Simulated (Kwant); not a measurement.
Model system: wire with an abrupt hard-wall neck in a CdTe two-dimensional gas. Effective mass 0.096 mₑ, grid spacing 1.7 nm, hard walls, nominal width 40 nm (23 grid rows, so walls 40.8 nm apart), one parabolic valley, scattering region 120 nm long along x; energies count from the band bottom; Fermi energy swept from 0.0012241 to 0.04992 eV. Central neck 20 nm wide and 51 nm long.

Constants are typed, rounded textbook-type inputs, not results; the design itself was drawn at random and stands for no fabricated device.

Kwant, effective-mass tight-binding model on a square grid, one spin, coherent transport at 0 K. Conductance is in e²/h.

Sweep values stay those of the base run.

The neck length was swept, all else fixed.

```tsv
neck length (nm)	G (e²/h) at E = 13.22 meV
15	0.88
26	0.99
51	0.92
```

From the first row to the last the G at E = 13.22 meV goes from 0.88 to 0.92.
